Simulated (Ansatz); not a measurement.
## PBE against PBEsol: TiO2, biaxial strain −4.24 %, plane normal [001], relaxed out of plane

The parent structure is TiO2 in the anatase structure (space group I4_1/amd, No. 141; a = 3.799 Å, c = 9.701 Å). Axes: x, y, z lie along a, b, c of the conventional cell.

(Cell as relaxed with PBE.)

Levels (all Ansatz, a program for electronic structure, PAW): PBE (420 eV, spin-orbit coupling left out); PBEsol (420 eV, no spin-orbit coupling).

Each level relaxes its own structure.

```tsv
base	PBE	PBEsol
volume per atom	11.67 Å³	11.31 Å³
lattice parameter a	3.799 Å	3.770 Å
band gap	2.13 eV	2.11 eV
```

Modification: compressive biaxial strain of 4.24 % in the plane normal to [001], as in epitaxy on a mismatched substrate; the out-of-plane cell vector and the atoms relax.

| quantity | PBE | PBEsol |
|---|---|---|
| pressure (mean of the normal stresses, compression positive) | 7.15 GPa | 7.53 GPa |
| band gap | 2.52 eV | 2.54 eV |
| smallest direct gap | 2.81 eV | 2.84 eV |
| energy relative to the base (free energy F) | +34 meV/atom | +35 meV/atom |

PBE's pressure lies 0.38 GPa below PBEsol's; PBE's band gap lies 0.027 eV below PBEsol's; PBE's smallest direct gap lies 0.03 eV below PBEsol's; PBE's energy relative to the base lies 0.9 meV/atom below PBEsol's. Neither level is exact; PBEsol is the comparison here, not a measurement.

Whether these cells are dynamically stable was not tested. The final runs are not spin-polarised.
